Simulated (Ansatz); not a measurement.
Consider InP in the zinc blende structure (space group F-43m, No. 216; a = 5.827 Å). Axes: x, y, z lie along the cube axes.

Method: LDA (Ansatz, an electronic-structure program; PAW; 420 eV plane waves; no spin-orbit coupling).

Strains are applied to the cell and any free atomic positions relax; under biaxial strain the out-of-plane vector relaxes too.

One change was made to it. Results:

| quantity | base | after |
|---|---|---|
| energy relative to the base (free energy F) | 0 meV/atom | +14 meV/atom |
| valence-band top at Γ (three highest levels, from the VBM) | 0.00, 0.00, 0.00 eV | 0.00, 0.00, -0.35 eV |
| gap character | direct at Γ | direct at Γ |
| band gap | 0.58 eV | 0.60 eV |

Problem. Which of these changes matches the shifts?
A) biaxial strain −2.00 %, plane normal [001], relaxed out of plane
B) biaxial strain +3.00 %, plane normal [001], relaxed out of plane
C) biaxial strain −3.00 %, plane normal [001], relaxed out of plane

Solution. C, biaxial strain −3.00 %, plane normal [001], relaxed out of plane. For comparison, the energy relative to the base in the other runs: biaxial strain −2.00 %, plane normal [001], relaxed out of plane gives +6.0 meV/atom; biaxial strain +3.00 %, plane normal [001], relaxed out of plane gives +12 meV/atom.

No phonon test of stability was made. The zero or small gap of InP under biaxial strain +3.00 %, plane normal [001], relaxed out of plane can change with the level of theory. k-point labels follow each cell's own Brillouin zone.
